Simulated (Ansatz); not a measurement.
Consider GaAs in the zinc blende structure (space group F-43m, No. 216; a = 5.659 Å).

Level of theory: plane-wave PAW DFT at the PBEsol level (Ansatz, an electronic-structure program, 420 eV), spin-orbit coupling left out.

Carriers are added at fixed cell with a uniform background; the Fermi–Dirac width is that of 300 K.

One change was made to it. Results:

| quantity | base | after |
|---|---|---|
| Fermi level relative to the doped band's edge (positive inside the band; to 0.05 eV) | – | +0.55 eV |
| valley order (the lowest conduction-band minima on the path, energy above the VBM, named in the base's zone) | Γ 0.42 eV; L along ⟨111⟩ 0.92 eV; a point along ⟨100⟩, about 1.0 Å⁻¹ from Γ 1.32 eV | Γ 0.44 eV; L along ⟨111⟩ 0.98 eV; a point along ⟨100⟩, about 1.0 Å⁻¹ from Γ 1.42 eV |

Q: Name the change that was made.
(A) electrons 2.0×10^21 cm⁻³
(B) holes 5.0×10^20 cm⁻³
(C) electrons 3.0×10^21 cm⁻³
(D) holes 3.0×10^21 cm⁻³

A: D, holes 3.0×10^21 cm⁻³. For comparison, the Fermi level from band edge in the other runs: electrons 2.0×10^21 cm⁻³ gives +1.05 eV; holes 5.0×10^20 cm⁻³ gives +0.20 eV; electrons 3.0×10^21 cm⁻³ gives +1.10 eV.

Carriers are added with a uniform compensating background; total energy and stress of such cells depend on the potential's zero and are not compared; many-body gap narrowing is missing at this level. The levels and masses belong to the bands next to the band gap. Whether these cells are dynamically stable was not tested.
